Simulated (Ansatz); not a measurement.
The starting structures come from a database of crystals and need not be the phases stable at ambient conditions.

 Where the default PAW files enter, the runs use the earlier of Ansatz's two default sets.

Tunnelling through a barrier is set by its complex band structure: the current falls as exp(−2κd) with the smallest κ.

Input:

```
CaSr2WO6
1.0
    5.83449     0.00000     0.00000
    0.00000     5.83449     0.00000
    2.91724    -2.91724     4.22434
Sr Ca W O
2 1 1 6
Direct
  0.75000   0.75000   0.50000
  0.25000   0.25000   0.50000
  0.50000   0.50000   0.00000
  0.00000   0.00000   0.00000
  0.16206   0.70646   0.00000
  0.83794   0.29354   0.00000
  0.29354   0.16206   0.00000
  0.70646   0.83794   0.00000
  0.76860   0.23140   0.46280
  0.23140   0.76860   0.53720
```

Space group of this cell: I4/m. The cell is taken as given; by PBEsol its mean pressure is -7.6 GPa.

Transport runs along the normal of the first two printed cell vectors, the (001) plane of the conventional cell.

No gap correction and no spin-orbit coupling; mid-gap values are interpolated between computed energies.

Q: Estimate the band gap and the smallest decay constant κ at mid-gap that PBEsol in Ansatz (a program for electronic structure) returns for this system.

A: Gap 2.89 eV on a 8×8×8 mesh; κ = 0.312 1/Å, at the zone centre.
